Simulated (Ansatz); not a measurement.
Base system: Ti in the hcp (Mg type) structure (space group P6_3/mmc, No. 194; a = 2.937 Å, c = 4.641 Å; relaxed with 0.1 eV smearing). Axes: x lies along a and z along c of the hexagonal cell.

The values are results of r2SCAN (Ansatz, a program for electronic structure; PAW; 500 eV plane waves; no spin-orbit coupling), earlier PAW set, not measurements.

For the base:

| Property | Value |
|---|---|
| Shortest interatomic distance | 2.874 Å |

Modification: tensor shear ε_yz = −1.83 % (engineering shear γ = -0.0366), atoms relaxed at fixed cell.

Task: Estimate the effect on the stress.

Result: The stress (xx, yy, zz, yz, xz, xy; compression positive) comes out as (-0.1, 0.1, 0.1, 1.7, 0.0, 0.0) GPa.

Task: Estimate the effect on the shortest interatomic distance.

Result: The shortest interatomic distance drops by 0.050 Å to 2.824 Å.

Task: How does this affect the energy relative to the base?

Result: The energy grows by 3.4 meV/atom.

The cells carry an imposed strain or load. No phonon test of stability was made. All final runs are without spin polarisation.
